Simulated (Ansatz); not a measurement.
## Effect of uniaxial strain ε_zz = −0.50 % on GaP

Consider GaP in the zinc blende structure (space group F-43m, No. 216; a = 5.391 Å). Axes: x, y, z lie along the cube axes.

Perturbation: uniaxial strain ε_zz = −0.50 %, all other strain components held at zero; the atoms relax in the strained cell.

Level of theory: Ansatz (an electronic-structure program), LDA, PAW, cutoff 420 eV, no SOC. Γ-centred 11×11×11 mesh, Fermi–Dirac width 0.05 eV.

```json
[
 {"quantity": "volume per atom", "base": "19.59 Å³", "changed": "19.49 Å³", "shift": "-0.10 Å³"},
 {"quantity": "space group", "base": "F-43m (No. 216)", "changed": "I-4m2 (No. 119)", "shift": "–"},
 {"quantity": "shortest interatomic distance", "base": "2.335 Å", "changed": "2.331 Å", "shift": "-0.004 Å"},
 {"quantity": "energy relative to the base (free energy F)", "base": "0 meV/atom", "changed": "+0.2 meV/atom", "shift": "+0.2 meV/atom"},
 {"quantity": "pressure (mean of the normal stresses, compression positive)", "base": "-0.1 kbar", "changed": "4.5 kbar", "shift": "+4.6 kbar"},
 {"quantity": "band gap", "base": "1.38 eV", "changed": "1.33 eV", "shift": "-0.058 eV"},
 {"quantity": "gap character", "base": "–", "changed": "indirect, Γ → Γ–M (87 % along)", "shift": "–"},
 {"quantity": "smallest direct gap", "base": "1.88 eV", "changed": "1.90 eV", "shift": "+0.02 eV"},
 {"quantity": "electron mass", "base": "1.1 mₑ along k, 0.22 mₑ across (off the special points)", "changed": "1.1 mₑ along k, 0.22 mₑ across (off the special points)", "shift": "–"},
 {"quantity": "valence-band top at Γ (three highest levels, from the VBM)", "base": "0.00, 0.00, 0.00 eV", "changed": "0.00, -0.03, -0.03 eV", "shift": "–"},
 {"quantity": "valley order (the lowest conduction-band minima on the path, energy above the VBM, named in the base's zone)", "base": "a point along ⟨100⟩, about 1.0 Å⁻¹ from Γ 1.38 eV; L along ⟨111⟩ 1.60 eV; Γ 1.88 eV", "changed": "a point along [001], about 1.0 Å⁻¹ from Γ 1.33 eV; a point along [100], about 1.0 Å⁻¹ from Γ 1.37 eV; L along [1-11] 1.60 eV; Γ 1.90 eV", "shift": "–"},
 {"quantity": "stress (xx, yy, zz, yz, xz, xy; compression positive)", "base": "–", "changed": "(0.32, 0.32, 0.71, 0.00, 0.00, 0.00) GPa", "shift": "–"}
]
```

Final structure:

```xyz
2
Lattice="0.0000 2.6957 2.6822 2.6957 0.0000 2.6822 2.6957 2.6957 0.0000" Properties=species:S:1:pos:R:3 pbc="T T T"
Ga     0.0000     0.0000     0.0000
P      1.3478     1.3478     1.3411
```

Masses are band curvatures over ±0.01 Å⁻¹ around the edge. Along k means along the line from Γ to the band edge. Whether these cells are dynamically stable was not tested. k-point labels follow each cell's own Brillouin zone.
